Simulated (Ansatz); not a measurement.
## Cu: tensor shear ε_xy = +1.71 %

Take Cu in the fcc (Cu type) structure (space group Fm-3m, No. 225; a = 3.5768 Å; relaxed with 0.1 eV smearing) as the base. Axes: x, y, z lie along the cube axes.

One thing is altered: a pure shear with ε_xy = ε_yx = 0.0171; the atoms relax in the strained cell.

Computed with Kohn–Sham DFT with the r2SCAN functional, run in Ansatz (an electronic-structure program) with PAW and 500 eV plane waves, without spin-orbit coupling. k-mesh 32×32×32 (Γ-centred); smearing 0.1 eV (Fermi–Dirac).

The volume per atom remains 11.44 Å³ and the space group goes from Fm-3m (No. 225) to Immm (No. 71). The energy grows by 3.9 meV/atom and the band gap stays zero. The stress (xx, yy, zz, yz, xz, xy; compression positive) is (0.3, 0.3, -0.1, 0.0, 0.0, -3.2) GPa.

Final structure:

```yaml
crystal:
  lattice:
    - [0.03058, 1.78838, 1.78838]
    - [1.78838, 0.03058, 1.78838]
    - [1.81896, 1.81896, 0.00000]
  atoms:
    - { symbol: Cu, position: [0.00000, 0.00000, 0.00000] }
```

Stability against distortions was not tested. All final runs are without spin polarisation.
